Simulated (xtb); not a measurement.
xtb 6.7.1, GFN1-xTB: Cu(Cl)(SH)(tmeda) (C[N]1(C)CC[N](C)(C)->[Cu]<-1([SH])[Cl]), charge 0, multiplicity 2, 28 atoms. The geometry is a generated start, not checked to be a minimum at this level.

```json
{
  "run_flags": "--grad",
  "method": "GFN1-xTB",
  "--acc": "1 (default)",
  "--etemp (K)": "300 (default)",
  "basis_functions": "96",
  "valence_electrons": "75"
}
```

```xyz
28

Cu     0.8812     0.6970     1.0777
Cl     2.8994     0.9855     0.4628
S     -0.3139     1.1161     2.8636
H      0.3810     0.3768     3.7121
C      1.6195    -2.1359     0.3995
N      0.4079    -1.3191     0.4004
C     -0.6173    -1.9669     1.2118
C     -0.0549    -1.0924    -0.9702
C     -1.0192     0.0919    -1.0586
N     -0.3992     1.3305    -0.5812
C      0.4479     1.9295    -1.6087
C     -1.4180     2.2917    -0.1701
H      1.4427    -3.1099    -0.0714
H      1.9460    -2.2941     1.4257
H      2.4138    -1.6129    -0.1290
H     -0.9076    -2.9352     0.7842
H     -0.2314    -2.1295     2.2160
H     -1.4965    -1.3331     1.2924
H      0.8231    -0.8878    -1.5854
H     -0.5516    -1.9900    -1.3664
H     -1.8943    -0.1082    -0.4380
H     -1.3569     0.2015    -2.0989
H      1.2309     1.2366    -1.9046
H      0.9310     2.8157    -1.2032
H     -0.1403     2.2130    -2.4908
H     -0.9331     3.2035     0.1719
H     -1.9979     1.8879     0.6578
H     -2.0922     2.5376    -0.9994
```

Charge 0 and multiplicity 2 are set for this test and not shown to be the ground state. GFN-xTB has no spin term: --uhf 1 sets the occupations alone.

One run each on 1 thread. Values of broydamp tried: 0.02, 0.05, 0.1, 0.2, 0.4 (default), 0.6, 0.8, 1.

Task: Which value of broydamp needs the fewest SCC iterations, and what happens away from it?

Result: Fewest SCC iterations, within one of each other: 0.4 (default) with 12, 0.6 with 12. The count rises to 21 at 0.02. All converge to one solution.

```tsv
broydamp	SCC iterations	end
0.02	21	same solution
0.05	19	same solution
0.1	15	same solution
0.2	14	same solution
0.4 (default)	12	same solution
0.6	12	same solution
0.8	14	same solution
1	16	same solution
```
